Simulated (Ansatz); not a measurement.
**Response to strain in hypothetical simple cubic Pt**

The reference is Pt in the simple cubic structure (space group Pm-3m, No. 221; a = 2.6254 Å; a hypothetical phase, not in the database extracts checked; relaxed with 0.1 eV smearing). Axes: x, y, z lie along the cube axes.

Strains are applied to the cell and any free atomic positions relax; under biaxial strain the out-of-plane vector relaxes too.

The values are results of plane-wave PAW DFT at the PBE level (Ansatz, an electronic-structure program, 420 eV), no spin-orbit coupling, not measurements.

Notes on the quantities. pressure: mean of the normal stresses, compression positive; energy relative to the base: free energy F.

```json
[
 {"change": "base", "pressure": "0.0 GPa", "volume per atom": "18.10 Å³", "energy relative to the base": "0 meV/atom"},
 {"change": "biaxial strain −1.07 %, plane normal [001], relaxed out of plane", "pressure": "3.7 GPa", "volume per atom": "17.76 Å³", "energy relative to the base": "+6.5 meV/atom"},
 {"change": "biaxial strain +1.55 %, plane normal [001], relaxed out of plane", "pressure": "-4.4 GPa", "volume per atom": "18.58 Å³", "energy relative to the base": "+12 meV/atom"},
 {"change": "isotropic strain −1.76 %", "pressure": "11.4 GPa", "volume per atom": "17.16 Å³", "energy relative to the base": "+31 meV/atom"},
 {"change": "isotropic strain +0.91 %", "pressure": "-4.7 GPa", "volume per atom": "18.59 Å³", "energy relative to the base": "?"},
 {"change": "isotropic strain +1.34 %", "pressure": "?", "volume per atom": "18.83 Å³", "energy relative to the base": "+16 meV/atom"}
]
```

### Question
What belongs in the blanks?

### Answer

- isotropic strain +0.91 %, energy relative to the base: +7.5 meV/atom
- isotropic strain +1.34 %, pressure: -6.6 GPa

Stability against distortions was not tested. The final runs are not spin-polarised. Pt lies near a magnetic instability that expansion can trigger; it was not tested.
